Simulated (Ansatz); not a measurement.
Band structure of Tl (P6_3/mmc, 2 atoms in the cell).

```
CELL_PARAMETERS angstrom
      1.71651    -2.97308     0.00000
      1.71651     2.97308     0.00000
      0.00000     0.00000     5.47694
ATOMIC_POSITIONS crystal
  Tl 0.33333 0.66667 0.25000
  Tl 0.66667 0.33333 0.75000
```

Level of theory: PBE (plane waves, PAW; Ansatz, an electronic-structure program).

Settings: kpoints.mp_grid.grid = 8 8 4; hamiltonian.xc = pbe; hamiltonian.pseudopotentials = {kind: paw} (the program's default PAW files); scf.occupations.method = gaussian; scf.occupations.width = 0.05 eV; kpoints.band_path.npoints = 8.

The starting cell has typed, rounded lattice constants, without a prior relaxation at this level. Its lattice was rescaled by a random factor within 2.5 % of one. Spin-orbit coupling is off.

Levels in eV from the Fermi level, bands 10 to 16:
| point | 10 | 11 | 12 | 13 | 14 | 15 | 16 |
|---|---|---|---|---|---|---|---|
| Γ | -11.16 | -10.25 | -5.12 | -2.98 | 8.05 | 8.05 | 10.18 |
| M | -11.11 | -5.86 | -4.78 | -0.70 | 0.47 | 1.30 | 3.80 |
| K | -11.15 | -4.65 | -4.65 | -1.43 | 1.79 | 1.79 | 2.79 |
| A | -11.28 | -8.77 | -8.77 | 3.42 | 3.42 | 9.05 | 9.05 |
| L | -11.13 | -4.75 | -4.75 | -2.40 | -2.40 | 5.58 | 5.58 |
| H | -11.15 | -4.09 | -4.09 | -1.01 | -1.01 | 0.14 | 0.14 |

Bands cross the Fermi level along this path, so the cell is metallic at this level.

Keys are those of Ansatz 0.2.
